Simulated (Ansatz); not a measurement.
**Ni3Si under load (space group Cmmm): band-structure transport figures**

```xyz
4
Lattice="3.4661 0.0060 0.0000 0.0060 3.4661 0.0000 0.0000 0.0000 3.4560" Properties=species:S:1:pos:R:3 pbc="T T T"
Si     0.0000     0.0000     0.0000
Ni     0.0030     1.7331     1.7280
Ni     1.7331     0.0030     1.7280
Ni     1.7361     1.7361     0.0000
```

These are PBEsol, rigid bands (plane waves, PAW, scalar-relativistic; Ansatz, a first-principles code) values and carry that method's errors. Condition of this run: uniaxial stress along [110] of -1 GPa (compression positive) (the target of the relaxation). How the cell was made: cell and atoms relaxed with PBEsol, then loaded as said.

```yaml
density of states at the Fermi level: 2.15 states/(eV·cell), both spins
bare Sommerfeld coefficient: 1.27 mJ/(mol of atoms·K²)
drude_plasma_energy: 1.83 eV
root-mean-square Fermi velocity: 1.6e5 m/s
resistivity times τ: 148 (x), 148 (y), 143 (z) ×10⁻²² Ω·m·s
```

A metal at this level (no band gap); rigid bands, thermally averaged at 300 K, both spins. Spin-orbit coupling is left out. τ is one relaxation time for all states.

Computed structure with no diffraction record at hand here (it may be known, metastable or hypothetical): Ni3Si under load (space group Cmmm). Treated as nonmagnetic (a ferromagnetic start lost its moment, other orders weren't tried): Ni3Si under load (space group Cmmm).
